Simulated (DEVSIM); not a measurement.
Structure: In0.49Ga0.51P/GaAs p-n heterojunction, at 300 K.

| layer (left to right) | material | thickness (μm) | Nd (cm⁻³) | Na (cm⁻³) | τn (s) | τp (s) |
|---|---|---|---|---|---|---|
| 1 | In0.49Ga0.51P | 1.60 | - | 1.2e17 | 5.6e-9 | 5.6e-10 |
| 2 | GaAs | 0.150 | 1.7e17 | - | 5.6e-10 | 5.6e-10 |

Left contact: ohmic. Right contact: ohmic. Voltage is applied to the left contact. Recombination: SRH at mid-gap, Auger. Mobility is μmin + (μ − μmin)/(1 + (N/Nref)^α).

The device is made up for the run: typed textbook-type constants, with dimensions and the other settings drawn at random. Values at 300 K.

| parameter | In0.49Ga0.51P | GaAs |
|---|---|---|
| gap (eV) | 1.89 | 1.424 |
| affinity (eV) | 4 | 4.07 |
| permittivity | 11.8 | 12.9 |
| Nc (cm⁻³) | 9e17 | 4.7e17 |
| Nv (cm⁻³) | 1.3e19 | 9e18 |
| μn (cm²/Vs) | 1500 | 8500 |
| μp (cm²/Vs) | 80 | 400 |
| μn,min | 400 | 500 |
| μp,min | 15 | 20 |
| Nref,n | 2e16 | 6e16 |
| Nref,p | 1.5e17 | 1.5e17 |
| αn | 0.7 | 0.39 |
| αp | 0.8 | 0.38 |
| Cn (cm⁶/s) | 3e-30 | 1e-30 |
| Cp (cm⁶/s) | 3e-30 | 1e-30 |

Simulated with DEVSIM: 1D drift-diffusion, Boltzmann statistics, complete ionisation; no tunnelling, impact ionisation, image-force lowering or self-heating. Band offsets follow the typed affinities; no thermionic-emission limit at abrupt steps, no polarisation charge.

Question: Tabulate band edges, carrier densities and field at 1.05 V on the left contact.

Answer: Energies count from the Fermi level of the right contact; mesh points crowd at the junctions.

```csv
x (μm),Ec (eV),Ev (eV),n (cm⁻³),p (cm⁻³),field (V/cm)
0.000,0.719,-1.171,< 1e2,1.2e17,≈ 0
0.004797,0.719,-1.171,2300,1.2e17,≈ 0
0.01515,0.719,-1.171,7100,1.2e17,≈ 0
0.03500,0.719,-1.171,16000,1.2e17,≈ 0
0.09644,0.719,-1.171,45000,1.2e17,≈ 0
0.1970,0.719,-1.171,93000,1.2e17,≈ 0
0.4141,0.719,-1.171,200000,1.2e17,≈ 0
0.9739,0.719,-1.171,470000,1.2e17,≈ 0
1.288,0.719,-1.171,620000,1.2e17,≈ 0
1.446,0.719,-1.171,710000,1.2e17,≈ 0
1.528,0.712,-1.178,980000,9.2e16,-5600
1.575,0.573,-1.317,2.2e8,4.2e14,-67000
1.590,0.452,-1.438,2.3e10,3.9e12,-94000
1.597,0.376,-1.514,4.3e11,1.4e11,-110000
1.603,0.249,-1.175,3.1e13,1.6e15,-97000
1.610,0.181,-1.243,4.3e14,1.2e14,-78000
1.625,0.093,-1.331,1.3e16,3.9e12,-45000
1.652,0.034,-1.391,1.3e17,3.5e11,-6700
1.708,0.026,-1.398,1.7e17,1.2e11,-33
1.732,0.026,-1.398,1.7e17,5.1e10,≈ 0
1.743,0.026,-1.398,1.7e17,2.0e10,≈ 0
1.750,0.026,-1.398,1.7e17,< 1e2,≈ 0
```
